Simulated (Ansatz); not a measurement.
Consider SnS in the GeS type structure (space group Pnma, No. 62; a = 11.1550 Å, b = 3.9998 Å, c = 4.2614 Å). Axes: x, y, z lie along a, b, c of the conventional cell.

It is then changed as follows: the cell is stretched by 1.46 % along z with no lateral relaxation, atoms relaxed at fixed cell.

Computed with PBE-D3(BJ)/PAW in Ansatz (an electronic-structure program), spin-orbit coupling left out.

Base, band edges from the VBM (valence, conduction): R -1.78, 2.56; S -1.05, 1.58; T -1.60, 2.73; Y -0.85, 1.16; U -0.06, 1.34; X -0.73, 2.63; Z -0.13, 1.43; Γ -0.69, 0.78 eV.

Task: Give the band edges at the high-symmetry points of the new zone, measured from its valence-band maximum.

Result: 
```csv
point,valence edge (eV),conduction edge (eV)
Γ,-0.61,0.95
X,-0.67,2.68
S,-1.05,1.62
Y,-0.88,1.23
Z,-0.08,1.48
U,-0.04,1.42
R,-1.66,2.64
T,-1.46,2.79
```

The gap is 0.76 eV, indirect, Γ–Z (83 % along) → Y–Γ (33 % along).

The cells carry an imposed strain or load. Gaps are Kohn–Sham eigenvalue differences; semilocal functionals usually give less than the measured gap. No phonon test of stability was made.
